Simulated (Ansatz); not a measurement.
Data:

```
CELL_PARAMETERS angstrom
      2.87852     0.00000     0.00000
     -1.43926     2.49287     0.00000
      0.00000     0.00000    13.02270
ATOMIC_POSITIONS crystal
  Al 0.33333 0.66667 0.25000
  Al 0.66667 0.33333 0.75000
  V  0.33333 0.66667 0.58525
  V  0.66667 0.33333 0.41475
  V  0.66667 0.33333 0.08525
  V  0.33333 0.66667 0.91475
  C  0.00000 0.00000 0.00000
  C  0.00000 0.00000 0.50000
```

Computed with PBEsol, DFPT electron-phonon coupling, linearised Boltzmann equation (plane waves, PAW, scalar-relativistic; Ansatz, a first-principles code). Cell: relaxed with this functional, without spin-orbit coupling.

Task: Predict the intrinsic resistivity at 300 K.

Result: 12.3 (x), 12.3 (y), 49 (z) μΩ·cm.

Task: And the electrons' mean free path at that temperature?

Result: 8.6 (x), 8.6 (y), 7.0 (z) nm, weighted by the current that each state carries. Wires not much wider than this gain resistivity from their walls.

A metal at this level (no band gap). Only scattering by harmonic phonons is included (no impurities, grain boundaries, electron-electron scattering or thermal expansion). Spin-orbit coupling is left out. Halving the electron mesh (32x32x8) moves the resistivity by up to 7 % at 300 K, the mean free path by up to 8 %. Smearing 0.20 eV; phonons on a 6x6x1 q mesh, which this run doesn't test.

Computed structure with no diffraction record at hand here (it may be known, metastable or hypothetical): V2AlC (P6_3/mmc). Treated as nonmagnetic (a ferromagnetic start lost its moment, other orders weren't tried): V2AlC (P6_3/mmc).
